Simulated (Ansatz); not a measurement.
Consider PtS (space group P4_2/mmc, No. 131).

```xyz
4
Lattice="3.4751 0.0000 0.0000 0.0000 3.4751 0.0000 0.0000 0.0000 6.0673" Properties=species:S:1:pos:R:3 pbc="T T T"
Pt     0.0000     1.7376     0.0000
Pt     1.7376     0.0000     3.0336
S      0.0000     0.0000     1.5168
S      0.0000     0.0000     4.5505
```

Cartesian axes are those of the cell as printed.

Method: PBEsol/PAW in Ansatz (an electronic-structure program), spin-orbit coupling left out.

Before the change:

| Quantity | Result |
|---|---|
| Width of the top valence band | 1.62 eV |

Modification: the cell is stretched by 2.40 % along z with no lateral relaxation; the atoms relax in the strained cell.

What does the calculation give for the width of the top valence band after the change?

The width of the top valence band increases by 0.10 eV, from 1.62 eV to 1.72 eV.

Estimate the effect on the stress.

The stress (xx, yy, zz, yz, xz, xy; compression positive) comes out as (-3.05, -3.05, -7.35, 0.00, 0.00, 0.00) GPa.

With Pt present, leaving out spin-orbit coupling can change the band edges. The levels and masses belong to the bands next to the band gap. Stability against distortions was not tested.
